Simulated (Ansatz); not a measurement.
# Ag$_{3}$SI (space group R3, No. 146)

```cif
data_Ag3IS
_chemical_formula_sum 'Ag3 S1 I1'
_space_group_name_H-M_alt 'P 1'
_space_group_IT_number 1
_cell_length_a 4.80219
_cell_length_b 4.80219
_cell_length_c 4.80219
_cell_angle_alpha 90.258
_cell_angle_beta 90.258
_cell_angle_gamma 90.258
loop_
_space_group_symop_operation_xyz
  'x, y, z'
loop_
_atom_site_label
_atom_site_type_symbol
_atom_site_fract_x
_atom_site_fract_y
_atom_site_fract_z
_atom_site_occupancy
Ag1 Ag 0.03749 0.37333 0.51840 1
Ag2 Ag 0.51840 0.03749 0.37333 1
Ag3 Ag 0.37333 0.51840 0.03749 1
S1 S 0.54467 0.54467 0.54467 1
I1 I 0.99009 0.99009 0.99009 1
```

Calculations: PBEsol (Ansatz, a quantum-chemistry and plane-wave program, PAW, without spin-orbit coupling). Settings: 7×7×7 k-points, 0.05 eV Fermi–Dirac smearing.

- Volume per atom = 22.15 Å³
- Density = 7.24 g/cm³
- Band gap = 0.54 eV, indirect, Γ–F (75 % along) → Γ
- Electron mass = 0.18 mₑ along c, 0.19 mₑ across
- Lowest conduction-band minima above the VBM = Γ 0.54 eV; F (1/2, 1/2, 0) 1.80 eV
- Total energy = -6176.855 eV/atom (σ→0; compares only within this code and set-up)

With I present, leaving out spin-orbit coupling can change the band edges. Effective masses come from finite differences of ±0.01 Å⁻¹. No phonon test of stability was made.
